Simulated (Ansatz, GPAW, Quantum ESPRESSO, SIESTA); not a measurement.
# GaAu (Pnma, 8 atoms in the cell) computed with different codes at matched settings

Self-consistent single point.

```
CELL_PARAMETERS angstrom
      6.31989     0.00000     0.00000
      0.00000     3.67838     0.00000
      0.00000     0.00000     6.32138
ATOMIC_POSITIONS crystal
  Ga 0.67939 0.25000 0.07584
  Ga 0.32061 0.75000 0.92416
  Ga 0.82061 0.75000 0.57584
  Ga 0.17939 0.25000 0.42416
  Au 0.50487 0.25000 0.68765
  Au 0.49513 0.75000 0.31235
  Au 0.99513 0.75000 0.18765
  Au 0.00487 0.25000 0.81235
```

Shared settings, as Ansatz (a quantum-chemistry and plane-wave program) writes them: kpoints.mp_grid.grid = 2 4 2; scf.occupations.method = gaussian; scf.occupations.width = 0.1 eV. Potentials and cutoffs stand in the table.

```tsv
code	model	pressure (GPa)	largest force (eV/Å)	cutoff
Ansatz	PBEsol, PAW files made with PBE	-5.04	0.119	default
GPAW	PBEsol, GPAW PAW datasets PBEsol (made by gpaw-setup)	-4.36	0.144	550 eV
Quantum ESPRESSO	PBEsol, PseudoDojo standard norm-conserving (PBESOL) pseudopotentials	-4.99	0.115	80 Ry
SIESTA	GGA PBEsol, numerical atomic orbitals DZP, PseudoDojo PBEsol standard norm-conserving potentials (rewritten from UPF to PSML)	-5.31	0.235	grid 300 Ry
```

On Ansatz's run: spin-orbit coupling is off.

The spread over the programs that give each value: pressure within 0.95 GPa; largest force within 0.120 eV/Å.

SIESTA uses small atom-centred bases, whose incompleteness enters pressures, forces and empty levels differently from a plane-wave cutoff. Ansatz's pressure is given at a fixed set of plane waves, as the other plane-wave codes print theirs; with its correction for the finite basis it is -4.99 GPa. In the force vectors, SIESTA (by 0.227) lies more than 0.08 eV/Å from the median of the plane-wave programs.

On the base mesh (3 5 3) the same programs gave: Ansatz pressure -4.84 GPa; Quantum ESPRESSO pressure -4.79 GPa; GPAW pressure -4.13 GPa; SIESTA pressure -4.98 GPa.

The starting cell comes from a database of computed structures (which also holds hypothetical and non-ambient phases and stackings), without a prior relaxation at this level. Its lattice was rescaled by a random factor within 2.5 % of one.

Left out of this page: CP2K (on another mesh); Elk (not drawn, or without a comparable value).

Keys are those of Ansatz 0.2.
